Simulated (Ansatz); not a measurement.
# Response to strain in MoTe2

The parent structure is MoTe2 (space group P6_3/mmc, No. 194; a = 3.497 Å, c = 13.696 Å; layered, stacked along the Cartesian z axis).

Strains are applied to the cell and any free atomic positions relax.

Calculations: PBE-D3(BJ) (Ansatz, a quantum-chemistry and plane-wave program; PAW; 420 eV plane waves; no spin-orbit coupling).

Notes on the quantities. energy relative to the base: free energy F.

| isotropic strain (%) | energy relative to the base (meV/atom) |
|---|---|
| 0 | 0.0 |
| 0.6 | 1.2 |
| 1.2 | 4.7 |
| 1.8 | ? |
| 2.4 | 18.0 |

Fit ΔE = Aε² + Bε³ (ε in %) to the rows shown and predict the withheld row.

Least squares on the printed values gives A = 3.40 and B = -0.12 meV/atom (largest residual 0.0 meV/atom); this predicts 10.3 meV/atom, and the run gives 10.4 meV/atom, in agreement.

No phonon test of stability was made. The D3 term's C6 switches between coordination references near this geometry, which can add small steps to energies.
